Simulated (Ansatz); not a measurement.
**Phonons of KCaF₃ in the cubic perovskite structure at temperature**

Method: the stochastic self-consistent harmonic approximation in a 2×2×2 supercell, PBEsol density-functional theory in Ansatz (plane waves, PAW). The cell was generated from a structure type, relaxed within its symmetry, and need not be the phase found at ambient conditions. The cell is strained by 1.0 % in length from its relaxed static size. Melting and transitions to other phases are not modelled. Frequencies in cm⁻¹ at q = (0.00, 0.50, 0.50) (fractions of the primitive reciprocal vectors), each column in ascending order, rows equal in every column written once; i marks an imaginary mode. The auxiliary (Gaussian) frequencies are positive by construction; the free-energy Hessian decides stability.

```tsv
harmonic	Gaussian 300 K	Hessian 300 K	Gaussian 600 K	Hessian 600 K
87i	37	19i	52	16
56i	75	58	86	66
56i	77	58	92	69
25	77	60	92	69
102	131	122	135	125
102	131	122	137	125
127	135	127	137	129
127	136	127	140	129
133	136	133	140	132
202	219	209	223	212
309	302	296	303	292
357	336	326	337	319
390	369	358	374	355
447	428	416	430	411
```

```
Item                                                                            Value
-------------------------------------------------------------------  ----------------
pressure at 300 K in this cell                                       -1.05 ± 0.01 GPa
pressure at 600 K in this cell                                       -0.36 ± 0.02 GPa
pressure near 300 K by path-integral sampling of the fitted surface         -1.62 GPa
pressure near 600 K by path-integral sampling of the fitted surface         -0.78 GPa
static pressure                                                             -1.46 GPa
```

Over all wave vectors of the supercell the softest harmonic mode is 88i cm⁻¹ at q = (0.50, 0.50, 0.50); the softest of the Hessian is 19i cm⁻¹ at q = (0.00, 0.50, 0.50) at 300 K (error 1; the run's verdict: unstable), 16 cm⁻¹ at q = (0.00, 0.50, 0.50) at 600 K (error 5; the run's verdict: undecided).

Ansatz is a first-principles code.
